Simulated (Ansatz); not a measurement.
Input:

```
CSi
1.0
    3.07597     0.00000     0.00000
   -1.53798     2.66386     0.00000
    0.00000     0.00000     5.04775
Si C
2 2
Direct
  0.33333   0.66667   0.99959
  0.66667   0.33333   0.49959
  0.33333   0.66667   0.37541
  0.66667   0.33333   0.87541
```

Computed with r2SCAN with spin-orbit coupling, rigid bands (plane waves, PAW; Ansatz, an electronic-structure program). Geometry: cell and atoms relaxed with PBEsol.

Problem. What conductivity effective mass do dilute electrons have at 300 K?

Solution. 0.43 (x), 0.43 (y), 0.26 (z) mₑ.

Problem. Predict the hole conductivity mass (n e² τ/σ) at 300 K, by direction if it differs.

Solution. 1.15 (x), 1.15 (y), 1.43 (z) mₑ.

Problem. And the band gap?

Solution. 2.65 eV at this level; semilocal functionals usually fall short of the measured gap.

Rigid bands, one relaxation time for all states, no polarons. Geometry: cell and atoms relaxed with PBEsol.
